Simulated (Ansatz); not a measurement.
Where the default PAW files enter, the runs use the earlier of Ansatz's two default sets.

Consider the following.

```
CELL_PARAMETERS angstrom
      5.09418     0.00000     0.00000
      0.00000     5.15064     0.00000
      0.87617     0.00000     5.20295
ATOMIC_POSITIONS crystal
  Hf 0.72386 0.54194 0.70791
  Hf 0.27614 0.45806 0.29209
  Hf 0.27614 0.04194 0.79209
  Hf 0.72386 0.95806 0.20791
  O  0.55200 0.25747 0.97858
  O  0.44800 0.74253 0.02142
  O  0.44800 0.75747 0.52142
  O  0.55200 0.24253 0.47858
  O  0.93164 0.66924 0.34625
  O  0.06836 0.33076 0.65375
  O  0.06836 0.16924 0.15375
  O  0.93164 0.83076 0.84625
```

Space group of this cell: P2_1/c. The cell is taken as given; by r2SCAN its mean pressure is 3.9 GPa.

The current runs along the normal of the first two printed vectors. All runs by Ansatz (a first-principles code), plane waves and PAW, without spin-orbit coupling; the base is r2SCAN.

```json
[
 {"run": "base", "mean pressure (GPa)": "3.9", "gap (eV)": "4.64", "mid-gap κ (1/Å)": "0.436"},
 {"run": "all lengths scaled by 0.98", "mean pressure (GPa)": "22.4", "gap (eV)": "[?]", "mid-gap κ (1/Å)": "0.451"},
 {"run": "all lengths scaled by 1.02", "mean pressure (GPa)": "-10.4", "gap (eV)": "[?]", "mid-gap κ (1/Å)": "[?]"},
 {"run": "lda in place of r2scan", "mean pressure (GPa)": "-4.6", "gap (eV)": "[?]", "mid-gap κ (1/Å)": "[?]"},
 {"run": "lengths across the current scaled by 0.98, ions clamped", "mean pressure (GPa)": "16.0", "gap (eV)": "4.82", "mid-gap κ (1/Å)": "0.451"},
 {"run": "lengths across the current scaled by 1.02, ions clamped", "mean pressure (GPa)": "-6.2", "gap (eV)": "4.46", "mid-gap κ (1/Å)": "0.423"},
 {"run": "lengths along the current scaled by 0.97, ions clamped", "mean pressure (GPa)": "12.4", "gap (eV)": "4.67", "mid-gap κ (1/Å)": "0.437"},
 {"run": "lengths along the current scaled by 1.03, ions clamped", "mean pressure (GPa)": "-3.3", "gap (eV)": "4.59", "mid-gap κ (1/Å)": "0.433"},
 {"run": "pbesol in place of r2scan", "mean pressure (GPa)": "1.8", "gap (eV)": "4.02", "mid-gap κ (1/Å)": "0.407"}
]
```

Q: Complete the blanks.

A: 
- all lengths scaled by 0.98, gap (eV): 4.85
- all lengths scaled by 1.02, gap (eV): 4.43
- all lengths scaled by 1.02, mid-gap κ (1/Å): 0.421
- lda in place of r2scan, gap (eV): 3.94
- lda in place of r2scan, mid-gap κ (1/Å): 0.409
